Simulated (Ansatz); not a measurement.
A constructed model of the (0001) surface of hcp Mg, a layer of Cr in place of the second plane (bottom of the slab: a bare face, its two planes held)

Computed with PBE (plane waves to 420 eV, PAW; Ansatz, a first-principles code).

Set-up: 6 atoms, 12.9 Å thick at the start; mesh 13x13x1; 0.1 eV smearing; dipole correction on; 2 atoms held, the rest relaxed; symmetry of the start imposed; spin-polarised, ending with about 4.0 μB a cell; orders that need a larger cell were not tried, no spin-orbit, no U. It is one candidate, not shown to be the stable structure of the face.

```json
{
  "work_function_of_the_top_face": "3.70 eV",
  "energy_released_by_relaxation": "0.15 eV",
  "magnetic_moment_of_the_cell": "3.97 μB",
  "cost": "about 2.4 core-minutes (a rough figure)"
}
```
